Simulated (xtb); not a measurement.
xtb 6.7.1, GFN1-xTB: Ta(NH)(Cl)(OSiH3)2 ([NH]=[Ta]([Cl])([O][SiH3])[O][SiH3]), 14 atoms. The geometry is a generated start, not checked to be a minimum at this level.

```json
{
 "method": "GFN1-xTB",
 "--acc": "1 (default)",
 "--etemp (K)": "300 (default)",
 "detailed input (--input)": "none: ANC optimiser, Lindh (1995) Hessian, microcycle=20, maxdispl=1.0, hlow=0.01 (default)",
 "basis_functions": "66",
 "valence_electrons": "44"
}
```

```xyz
14

Ta    -0.8547     0.4179     0.5645
N     -2.1564    -0.7938     0.3642
H     -2.8592    -1.5058     0.2182
Cl    -1.6724     2.0872     1.7924
O      0.6122    -0.3482     1.4919
Si     1.6761    -1.4193     2.0776
H      2.1614    -0.8407     3.3376
H      2.7556    -1.5372     1.0887
H      0.9712    -2.6892     2.2817
O     -0.3449     1.1153    -1.1252
Si    -0.1219     1.3273    -2.7127
H      1.2944     1.6851    -2.8808
H     -1.0073     2.4315    -3.1058
H     -0.4542     0.0700    -3.3923
```

Charge 0 and multiplicity 1 are set for this test and not shown to be the ground state.

The structure is relaxed from this start with --opt LEVEL for the levels crude, sloppy, loose, lax, normal, tight, vtight, extreme, once each. Up to the end of the extreme run atoms move by at most 1.9 Å along an axis.

Problem. Which level is enough to come within 1 meV of the tightest end point?

Solution. vtight: 172 cycles against 175, ending 0.0035 meV above.

```csv
level,cycles,energy above the extreme run (meV),gradient norm (eV/Å)
crude,4,210,0.14
sloppy,5,210,0.082
loose,5,210,0.082
lax,47,16,0.029
normal,60,7.7,0.051
tight,79,4.7,0.015
vtight,172,under 0.01,0.0024
extreme,175,—,0.0020
```
